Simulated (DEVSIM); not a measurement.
Device: Pt/La2O3/p-Si capacitor, at 350 K.

Layer 1 from the left is La2O3, thickness (nm) 15.0. Layer 2 from the left is Si, thickness (nm) 3100, Na (cm⁻³) 3.4e16.

Metal gate on the left, work function 5.6 eV. Fixed charge at the semiconductor interface 0 cm⁻² (in units of +e); no interface traps.

This is a model device: material constants are rounded textbook-type values typed into the input, and sizes, dopings and lifetimes were drawn at random. Values at 300 K; Nc and Nv go as T^1.5, mobilities as T to minus their exponent, the gap by Varshni's rule with the affinity fixed.

La2O3: gap (eV) 5.8, affinity (eV) 1.8, permittivity 27. Si: gap (eV) 1.124, affinity (eV) 4.05, permittivity 11.7, Nc (cm⁻³) 2.86e19, Nv (cm⁻³) 3.1e19, Varshni α (eV/K) 0.000473, Varshni β (K) 636.

Model (solved in DEVSIM): 1D Poisson equation in equilibrium, Boltzmann statistics, complete ionisation; no quantum confinement or tunnelling. Metal contacts follow the ideal Schottky-Mott rule: no Fermi-level pinning, no interface dipoles.

### Question
What does the simulation give for the minimum of the low-frequency capacitance, the flat-band voltage, the threshold voltage (band bending 2φF)?

### Answer
minimum of the low-frequency capacitance 0.0707 μF/cm²; flat-band voltage 0.65 V; threshold voltage (band bending 2φF) 1.40 V.
